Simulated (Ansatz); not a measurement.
The starting structures come from a database of crystals and need not be the phases stable at ambient conditions.

The decay constant κ of evanescent states in the gap governs leakage through a thin film.

Here is the system:

```
CELL_PARAMETERS angstrom
      5.28485     0.00000     0.00000
      2.64242     4.57681     0.00000
      2.64243     1.52560     4.84596
ATOMIC_POSITIONS crystal
  Li 0.63781 0.63781 0.08657
  Li 0.36219 0.36219 0.91343
  Nb 0.85560 0.85560 0.43319
  Nb 0.14440 0.14440 0.56681
  O  0.78391 0.43784 0.73241
  O  0.21609 0.56216 0.26759
  O  0.43784 0.04584 0.73241
  O  0.56216 0.95416 0.26759
  O  0.04584 0.78391 0.73241
  O  0.95416 0.21609 0.26759
```

The cell is taken as given; by r2SCAN it stands under a pressure of -8.8 GPa.

Transport runs along the normal of the first two printed cell vectors, the (001) plane of the conventional cell.

No gap correction and no spin-orbit coupling; mid-gap is the computed energy nearest the middle.

Problem. Predict the band gap and the smallest decay constant κ at mid-gap from r2SCAN (Ansatz, a quantum-chemistry and plane-wave program).

Solution. Gap 4.22 eV on a 8×8×8 mesh; κ = 0.491 1/Å, at the zone centre.
